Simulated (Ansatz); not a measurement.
Take GaSb in the zinc blende structure (space group F-43m, No. 216) as the base.

```
CELL_PARAMETERS angstrom
      0.00000     3.10671     3.10671
      3.10671     0.00000     3.10671
      3.10671     3.10671     0.00000
ATOMIC_POSITIONS crystal
  Ga 0.00000 0.00000 0.00000
  Sb 0.25000 0.25000 0.25000
```

Method: Ansatz (a quantum-chemistry and plane-wave program) PBE, no SOC.

Before the change:

The pressure comes out as 0.0 GPa. The band gap is zero.

Modification: an isotropic linear strain of +3.00 %; the atoms relax in the strained cell.

**Question.** Estimate the effect on the pressure.

**Answer.** The pressure goes from zero to -3.2 GPa.

**Question.** What does the calculation give for the energy relative to the base after the change?

**Answer.** The energy increases by 30 meV/atom.

**Question.** What does the calculation give for the band gap after the change?

**Answer.** The band gap stays zero.

With Sb present, leaving out spin-orbit coupling can change the band edges. No phonon test of stability was made. All final runs are without spin polarisation. A zero or small gap of GaSb can be the functional's error rather than a property of the material.
